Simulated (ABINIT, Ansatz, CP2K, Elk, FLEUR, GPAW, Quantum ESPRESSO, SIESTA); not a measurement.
**One structure in several programs: InSe (C2/m, 4 atoms in the cell)**

Self-consistent single point.

```
InSe
1.0
    5.82639    -2.05465     0.00000
    5.82639     2.05465     0.00000
   -1.72323     0.00000     4.77135
In Se
2 2
Direct
  0.11180   0.11180   0.95316
  0.88820   0.88820   0.04684
  0.33907   0.33907   0.33104
  0.66093   0.66093   0.66896
```

All programs got the same cell, k-point mesh and kind of occupations (some realise fixed ones as a very narrow smearing) (in Ansatz's words: kpoints.mp_grid.grid = 5 5 4; scf.occupations.method = fixed); potentials, basis and cutoffs are each program's usual ones.

| code | model | pressure (GPa) | largest force (eV/Å) | gap on the mesh (eV) | k-points | cutoff |
|---|---|---|---|---|---|---|
| ABINIT | PBEsol, norm-conserving pseudopotentials (PseudoDojo nc-sr-04 PBEsol standard) | -1.04 | 0.084 | 1.043 | 33 | 43 Ha |
| Quantum ESPRESSO | PBEsol, GBRV 1.5 ultrasoft (PBESOL) pseudopotentials | -1.74 | 0.057 | 1.041 | 33 | 40 Ry |
| Elk | PBEsol, all-electron FP-LAPW, Elk's shipped species files, APW+lo basis with extra local orbitals | – | – | 1.043 | 33 | rgkmax 7.5 |
| SIESTA | GGA PBEsol, numerical atomic orbitals DZP, PseudoDojo PBEsol standard norm-conserving potentials (rewritten from UPF to PSML) | 0.13 | 0.482 | 1.166 | 53 | grid 300 Ry |
| CP2K | PBEsol, GPW, DZVP-MOLOPT-SR-GTH basis, GTH-PBE potentials (GTH_POTENTIALS) | -0.18 | 0.228 | 1.011 | 51 | grid 500 Ry |
| FLEUR | PBEsol, all-electron FLAPW (FLEUR), scalar-relativistic valence | – | 0.116 | 1.091 | 33 | Kmax 4.2 1/bohr |
| GPAW | PBEsol, GPAW PAW datasets PBEsol (made by gpaw-setup) | -1.48 | 0.029 | 1.052 | 33 | 550 eV |
| Ansatz | PBEsol, PAW files made with PBE | -1.16 | 0.063 | 1.051 | 33 | 30.9 Ry |

Size of the force on each atom (eV/Å): Sizes of forces hide their directions.

```csv
code,In1,In2,Se3,Se4
ABINIT,0.019,0.019,0.084,0.084
Quantum ESPRESSO,0.028,0.028,0.057,0.057
SIESTA,0.482,0.482,0.474,0.474
CP2K,0.091,0.091,0.228,0.228
FLEUR,0.049,0.049,0.116,0.116
GPAW,0.020,0.020,0.029,0.029
Ansatz,0.034,0.034,0.063,0.063
```

A dash marks a value that a program does not give, or that is left out as unsure.

Gaps are read on the mesh.

The spread over the programs that give each value: pressure within 1.87 GPa; largest force within 0.453 eV/Å; gap on the mesh within 0.155 eV.

The starting cell comes from a database of computed structures (which also holds hypothetical and non-ambient phases and stackings), without a prior relaxation at this level.

Why do the programs differ, and what cannot be compared?

Differences of this kind can come from the potentials, where these differ, and from what each basis and cutoff leave unconverged. The valence holds different numbers of electrons (ABINIT 58, Quantum ESPRESSO 38, SIESTA 58, CP2K 38, FLEUR 58, GPAW 38, Ansatz (a quantum-chemistry and plane-wave program) 58). The zero of total energies and Fermi levels follows the potentials and each program's conventions, so they are not compared here. SIESTA and CP2K use small atom-centred bases, whose incompleteness enters pressures, forces and empty levels differently from a plane-wave cutoff. Elk and FLEUR treat all electrons, but the usual bases taken here (sphere radii, linearisation, local orbitals, empty states) were not tested for convergence, so the values are no reference for the others. Ansatz's pressure is given at a fixed set of plane waves, as the other plane-wave codes print theirs. The programs reduce the same mesh by symmetry to different extents, which changes the work and not the result. In the pressure, SIESTA (by 1.45) and CP2K (by 1.15) lie more than 1 GPa from the median of the plane-wave programs. In the force vectors, SIESTA (by 0.501) and CP2K (by 0.169) lie more than 0.08 eV/Å from the median of the plane-wave programs.

Keys are those of Ansatz 0.2.
